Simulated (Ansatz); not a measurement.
Input and output of a self-consistent single point for FeCu2GeSe4 (I-42m, 8 atoms in the cell) (Ansatz, an electronic-structure program).

Method of the run: PBEsol, default PAW files made with PBE (plane waves; Ansatz).

```xyz
8
Lattice="-2.8222 2.8222 5.5773 2.8222 -2.8222 5.5773 2.8222 2.8222 -5.5773" Properties=species:S:1:pos:R:3 pbc="T T T"
Fe     0.0000     0.0000     0.0000
Cu     0.0000     2.8221     2.7886
Cu     2.8222     0.0000     2.7886
Ge     0.0000     0.0000     5.5773
Se     1.4368    -1.4368     7.0085
Se     1.3853     1.3853    -1.4312
Se    -1.4368     1.4368     7.0085
Se     1.4368     1.4368     4.1460
```
Moments meant for the start (each program seeds them in its own way; μB, in the order of the atoms Fe Cu Cu Ge Se Se Se Se): 4.0 0.0 0.0 0.0 0.0 0.0 0.0 0.0.

Reference input (self-consistent single point, DFT, PBEsol, plane waves, default PAW files made with PBE): basis.ecutwfc = 420 eV; kpoints.mp_grid.grid = 7 7 7; hamiltonian.xc = pbesol; hamiltonian.pseudopotentials = {kind: paw} (the program's default PAW files); magnetization.spin_polarized = true; scf.occupations.method = fermi_dirac; scf.occupations.width = 0.1 eV. This run's input differs from it in these lines:

Ansatz 0.2 input:
```diff
@@ -25,3 +25,3 @@
 scf:
-  occupations: { method: fermi_dirac, width: 0.1 }
+  occupations: { method: fermi_dirac, width: 0.8 }
 output:
```

Output, abridged:

```
SCF iter   1: F=—  HF=-43590.888312 eV  |F-HF|=—  |Δ(HF+E_count)|=         —  Δρ=2.00e-1 (↑1.54e-1 ↓2.00e-1)  dr2=1.82e2  dr2_m=1.05e1  M=1.058 μB ∫|m|=1.184 μB  β_m=0.30  ethr=3.10e-3  ⟨swp⟩=7.8  Hψ=37401  notcnv=0
Mixer restart at iter 1: flushing history
all-band conjugate gradients solve this SCF's bands
preconditioner: auto → Kerker (q_TF=auto, 2.596 Å⁻¹)
spin=Collinear: Kerker preconditioning applied to the charge; magnetization (m = ρ↑ − ρ↓) channel mixes plain (no charge-response kernel on spin).
   [... lines left out ...]
SCF iter  19: F=—  HF=-43582.757348 eV  |F-HF|=—  |Δ(HF+E_count)|=   4.34e-9  Δρ=1.20e-6 (↑1.20e-6 ↓9.81e-7)  dr2=1.12e-8  dr2_m=2.61e-11  M=0.000 μB ∫|m|=0.000 μB  β_m=0.85  ethr=8.46e-11  ⟨swp⟩=2.0  Hψ=9473  notcnv=0
SCF iter  20: F=-43582.757348 eV  HF=-43582.757348 eV  |F-HF|=2.52e-9  |Δ(HF+E_count)|=  8.95e-10  Δρ=6.13e-7 (↑5.77e-7 ↓6.13e-7)  dr2=3.39e-9  dr2_m=6.33e-12  M=0.000 μB ∫|m|=0.000 μB  ethr=8.52e-12  ⟨swp⟩=1.8  Hψ=21233  notcnv=0
SCF 1 converged in 20 iterations: F = -43582.757348 eV  dr2 = 3.39e-9
WARN: the starting moments were not kept: the SCF closed with an absolute magnetisation of 3.8e-5 μB, where they sum to 4 μB in size (1 site) …
Magnetization: 0.0000 μB (66.0000 up, 66.0000 down)
   [... lines left out ...]
Absolute magnetization: 0.0000 μB (∫|ρ↑−ρ↓|, with the PAW one-centre terms)
Free energy (F): -43582.757348 eV
Fermi energy:    8.863287 eV
   [... lines left out ...]
  atom   8  Se     0.47439208     0.47439208    -0.02935322
--- Stress (GPa, compression-positive) ---
       -0.738823      -0.000000       0.000000
       -0.000000      -0.738823      -0.000000
       -0.000000      -0.000000      -0.699197
  P = ⅓ Tr σ = -0.7256 GPa (-7.256 kbar)
  The stress holds the Pulay correction. Without it, at fixed plane waves, as pw.x and ABINIT print it: P = -0.7567 GPa
```

The run converged in 20 iterations. Against the reference run the free energy falls by 579 meV/atom, the pressure goes from -3.42 to -0.73 GPa, the largest force goes from 0.145 to 0.672 eV/Å and the size of the net moment goes from 0.46 to 0.00 μB/atom.

The starting cell comes from a database of computed structures (which also holds hypothetical and non-ambient phases and stackings), without a prior relaxation at this level. The starting moments vanished: the run ended non-magnetic, which need not be the lowest state. The program warned that a starting moment was not kept. Ansatz's pressure includes its estimate of the finite-basis (Pulay) stress.

Cost on one core of a shared machine: roughly 5 min.
